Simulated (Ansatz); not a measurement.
Consider TiC in the rock salt structure (space group Fm-3m, No. 225; a = 4.2930 Å).

Calculations: Kohn–Sham DFT with the PBEsol functional, run in Ansatz (a first-principles code) with PAW and 420 eV plane waves, without spin-orbit coupling, earlier PAW set.

One change was made to it. Results:

The band gap is still zero; the density rises by 7.91 g/cm³ (5.03 g/cm³ → 12.94 g/cm³).

Question: What was done to the base?
(A) C → Pb
(B) C → W
(C) Ti → Hf

Answer: C, Ti → Hf. For comparison, the density in the other runs: C → W gives 11.14 g/cm³; C → Pb gives 9.49 g/cm³.

With Pb present, leaving out spin-orbit coupling can change the band edges. Stability against distortions was not tested. As relaxed here, TiW and TiPb are hypothetical phases, not in the database extracts checked. All final runs are without spin polarisation.
